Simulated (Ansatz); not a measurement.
The reference is Y in the hcp (Mg type) structure (space group P6_3/mmc, No. 194; a = 3.594 Å, c = 5.610 Å; relaxed with 0.1 eV smearing). Axes: x lies along a and z along c of the hexagonal cell.

Calculations: PBEsol (Ansatz, a first-principles code, PAW, no spin-orbit coupling).

For the base:

The pressure is 0.0 GPa.

The change: uniaxial strain ε_xx = +2.00 %, all other strain components held at zero; the atoms relax in the strained cell.

Question: What does the calculation give for the energy relative to the base and pressure after the change?

Answer: The energy goes up by 2.9 meV/atom; the pressure (mean of the normal stresses, compression positive) goes from zero to -0.8 GPa.

No phonon test of stability was made. All final runs are without spin polarisation.
